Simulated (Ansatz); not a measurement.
```
CELL_PARAMETERS angstrom
      0.00000     3.07207     3.22493
      3.22493     0.00000     3.22493
      3.22493     3.07207     0.00000
ATOMIC_POSITIONS crystal
  I  0.75000 0.75000 0.75000
  Ag 0.00000 0.00000 0.00000
```

No spin polarisation.

Method: DFT with PBEsol, PAW potentials and a 420 eV plane-wave cutoff in Ansatz (a quantum-chemistry and plane-wave program), no spin-orbit coupling. Settings: 9×9×9 k-points, 0.05 eV Fermi–Dirac smearing.

Predict the valence-band top at Γ, hole mass, band gap and electron mass.

The valence-band top at Γ (three highest levels, from the VBM) comes out as 0.00, -0.09, -0.09 eV and the hole mass comes out as 0.18 mₑ along y, 0.67 mₑ across (at Γ). The band gap is 1.14 eV. The electron mass is 0.15 mₑ (at Γ).

Spin-orbit coupling, missing from the scalar runs, can matter with I. The cells carry an imposed strain or load. Masses are band curvatures over ±0.01 Å⁻¹ around the edge. Stability against distortions was not tested. The cell was made from AgI in the zinc blende structure (space group F-43m, No. 216) by this change: uniaxial strain ε_yy = −4.74 %.
